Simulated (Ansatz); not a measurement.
ZnS under load (space group I-4m2), r2SCAN with spin-orbit coupling, rigid bands in Ansatz (a program for electronic structure). Condition of this run: uniaxial stress along [001] of -5 GPa (compression positive) (the target of the relaxation). Band gap 2.50 eV, N_c = 2.27e18 cm⁻³ and N_v = 2.76e19 cm⁻³ at 300 K, conductivity masses along y (a = (0.00, 2.61, 2.88) Å; b = (2.61, 0.00, 2.88) Å; c = (2.61, 2.61, 0.00) Å) of 0.204 mₑ (electrons) and 0.587 mₑ (holes). Take k_BT = 0.02585 eV.

Problem. A film of it is 3 nm thick, with its normal along the direction named. Estimate the confinement energies in an infinite well.

Solution. ħ²π²/(2m t²) = 0.376 eV·nm²/(m/mₑ × t²) gives 205 meV for electrons and 71.2 meV for holes, so the gap would widen to about 2.78 eV. Finite barriers and nonparabolic bands lower this, and with several valleys or bands the heaviest mass along the normal sets the lowest level, not this average.

Problem. Find the intrinsic carrier density and the intrinsic Fermi level.

Solution. n_i = √(N_c N_v) exp(−E_g/2k_BT) = 7.92e18 × exp(−48.35) = 7.9e-3 cm⁻³. The level lies (k_BT/2) ln(N_v/N_c) = 32 meV from mid-gap (positive towards the conduction band). Each 0.1 eV added to the gap lowers n_i by a factor of 6.9.

Problem. What thermal injection velocity √(2k_BT/πm) limits a ballistic channel along the direction named?

Solution. 1.19e7 cm/s for electrons and 7.02e6 cm/s for holes, a ratio of √(m_h/m_e) = 1.70, for dilute carriers.

Rigid bands with the computed gap; masses take one relaxation time for all states. Geometry: cell and atoms relaxed with PBEsol.
